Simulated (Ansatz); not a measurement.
System: CdSe₂ (Pa-3, No. 205, 12 atoms in the cell; start mp-1095493). Method: PBEsol (Ansatz, a quantum-chemistry and plane-wave program, PAW).

From the output:

```
Crystal: 12 atoms, lattice volume = 288.123 Å³
Basis set: ecut = 520 eV, 7809 PW (Γ), exchange–correlation on 100×100×100 points (8 copies of the dense FFT grid, shifted against one another)
Bands: 125, of which v1, the nominal top of the filled ones, is band 104 counted from 1 (103 counted from 0)
Symmetry: 24 space group operations
Space group: Pa-3 (ITA 205), of the structure as read, at distance tolerance 6.6e-5 Å
k-points: 24 of 216
Functional: x = pbesol(κ = 0.804, μ = 0.12345679012345678), c = pbesol(β = 0.046)
SCF iter   1: F=—  HF=-76133.838565 eV  |F-HF|=—  |Δ(HF+E_count)|=         —  Δρ=3.82e-3  dr2=4.34e-2
SCF iter   2: F=—  HF=-76133.827167 eV  |F-HF|=—  |Δ(HF+E_count)|=   1.14e-2  Δρ=1.52e-3  dr2=8.35e-3
  ...
SCF iter   8: F=—  HF=-76133.825800 eV  |F-HF|=—  |Δ(HF+E_count)|=   1.83e-9  Δρ=1.16e-6  dr2=3.27e-9
SCF iter   9: F=-76133.825800 eV  HF=-76133.825800 eV  |F-HF|=2.91e-11  |Δ(HF+E_count)|=  4.80e-10  Δρ=2.37e-7  dr2=1.04e-10
SCF 1 converged in 9 iterations: F = -76133.825800 eV  dr2 = 1.04e-10
SCF converged after 9 iterations
Free energy (F): -76133.825800 eV
Internal energy: -76133.825800 eV  (E = F + TS)
E sigma→0 (E₀):  -76133.825800 eV
Fermi energy:    10.126740 eV
--- Forces (eV/Å), atoms counted from 1 ---
  atom   1  Cd     0.00000000    -0.00000000     0.00000000
  atom   2  Cd     0.00000000    -0.00000000    -0.00000000
  atom   3  Cd     0.00000000    -0.00000000    -0.00000000
  atom   4  Cd     0.00000000    -0.00000000     0.00000000
  atom   5  Se     0.00009670    -0.00009670    -0.00009670
  atom   6  Se    -0.00009670     0.00009670     0.00009670
  atom   7  Se    -0.00009670     0.00009670    -0.00009670
  atom   8  Se     0.00009670    -0.00009670     0.00009670
  atom   9  Se     0.00009670     0.00009670     0.00009670
  atom  10  Se    -0.00009670    -0.00009670    -0.00009670
  atom  11  Se    -0.00009670    -0.00009670     0.00009670
  atom  12  Se     0.00009670     0.00009670    -0.00009670
--- Stress (GPa, compression-positive) ---
        0.000146       0.000000       0.000000
        0.000000       0.000146       0.000000
        0.000000       0.000000       0.000146
  P = ⅓ Tr σ = 0.0001 GPa (0.001 kbar)
```

**Question.** Write an input file that could have produced this run (the log leaves some choices open).

**Answer.** This is not unique; one that fits is 
Ansatz 0.2 input:
```yaml
crystal:
  lattice:
    - [6.6047946928, 0.0, 0.0]
    - [0.0, 6.6047946928, 0.0]
    - [0.0, 0.0, 6.6047946928]
  atoms:
    - { symbol: Cd, position: [0.5, 0.5, 0.0] }
    - { symbol: Cd, position: [0.0, 0.5, 0.5] }
    - { symbol: Cd, position: [0.0, 0.0, 0.0] }
    - { symbol: Cd, position: [0.5, 0.0, 0.5] }
    - { symbol: Se, position: [0.1039209328, 0.8960790672, 0.3960790672] }
    - { symbol: Se, position: [0.8960790672, 0.1039209328, 0.6039209328] }
    - { symbol: Se, position: [0.3960790672, 0.1039209328, 0.8960790672] }
    - { symbol: Se, position: [0.6039209328, 0.8960790672, 0.1039209328] }
    - { symbol: Se, position: [0.6039209328, 0.6039209328, 0.6039209328] }
    - { symbol: Se, position: [0.3960790672, 0.3960790672, 0.3960790672] }
    - { symbol: Se, position: [0.8960790672, 0.3960790672, 0.1039209328] }
    - { symbol: Se, position: [0.1039209328, 0.6039209328, 0.8960790672] }
basis:
  ecutwfc: 520
  ecutrho_ratio: 4
  xc_grid: 2
kpoints:
  mp_grid: { grid: [6, 6, 6] }
  band_path:
    path:
      - [0.0, 0.0, 0.0]
      - [0.0, 0.125, 0.0]
      - [0.0, 0.25, 0.0]
      - [0.0, 0.375, 0.0]
      - [0.0, 0.5, 0.0]
      - [0.125, 0.5, 0.0]
      - [0.25, 0.5, 0.0]
      - [0.375, 0.5, 0.0]
      - [0.5, 0.5, 0.0]
      - [0.416667, 0.416667, 0.0]
      - [0.333333, 0.333333, 0.0]
      - [0.25, 0.25, 0.0]
      - [0.166667, 0.166667, 0.0]
      - [0.083333, 0.083333, 0.0]
      - [0.0625, 0.0625, 0.0625]
      - [0.125, 0.125, 0.125]
      - [0.1875, 0.1875, 0.1875]
      - [0.25, 0.25, 0.25]
      - [0.3125, 0.3125, 0.3125]
      - [0.375, 0.375, 0.375]
      - [0.4375, 0.4375, 0.4375]
      - [0.5, 0.5, 0.5]
      - [0.416667, 0.5, 0.416667]
      - [0.333333, 0.5, 0.333333]
      - [0.25, 0.5, 0.25]
      - [0.166667, 0.5, 0.166667]
      - [0.083333, 0.5, 0.083333]
      - [0.5, 0.5, 0.375]
      - [0.5, 0.5, 0.25]
      - [0.5, 0.5, 0.125]
      - [0.5, 0.375, 0.0]
      - [0.5, 0.25, 0.0]
      - [0.5, 0.125, 0.0]
      - [0.5, 0.0, 0.0]
    npoints: 1
hamiltonian:
  xc: pbesol
  dispersion: none
  pseudopotentials: { kind: paw }
scf:
  occupations: { method: fermi_dirac, width: 0.01 }
  convergence: { dr2_threshold: 0.0000000012 }
output:
  forces: true
  stress: true
  eigenvalues: true
  write_bands: true
```

The PAW data were made under PBE.

A start named mp-… is a Materials Project structure, which need not be a measured phase.
